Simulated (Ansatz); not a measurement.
Results of PBEsol (Ansatz, a quantum-chemistry and plane-wave program, PAW) for GaP (P6₃mc, No. 186, 4 atoms in the cell; start mp-8882; a measured phase of this formula has another space group).

Run with plane-wave cutoff 520 eV, 12×12×6 k mesh (along the axes of the cell as run), scalar-relativistic PAW data made under PBE.

Computed at the level's own relaxed cell.

Elastic tensor (GPa, Voigt notation, ions relaxed):

```
  161.3    53.7    36.0     0.0     0.0     0.0
   53.7   161.3    36.0     0.0     0.0     0.0
   36.0    36.0   188.4     0.0     0.0     0.0
    0.0     0.0     0.0    42.6     0.0     0.0
    0.0     0.0     0.0     0.0    42.6     0.0
    0.0     0.0     0.0     0.0     0.0    53.8
```

Work out the Voigt, Reuss and Hill averages of the bulk and shear moduli, Young's modulus and Poisson's ratio from the printed constants.

K_V = [C11 + C22 + C33 + 2(C12 + C13 + C23)]/9 = [511.0 + 2 × 125.7]/9 = 84.7 GPa. G_V = [511.0 − 125.7 + 3 × 139.0]/15 = 53.5 GPa. From the compliances S = C⁻¹, K_R = 84.7 and G_R = 51.3 GPa. Hill means: K = 84.7, G = 52.4 GPa. E = 9KG/(3K + G) = 130 GPa, ν = (3K − 2G)/(6K + 2G) = 0.24, K/G = 1.62.

Note: the relaxation could not lower the start's symmetry, so the cell can be a saddle point above a distorted one.

Computed values are for the static lattice.

A start named mp-… is a Materials Project structure, which need not be a measured phase.
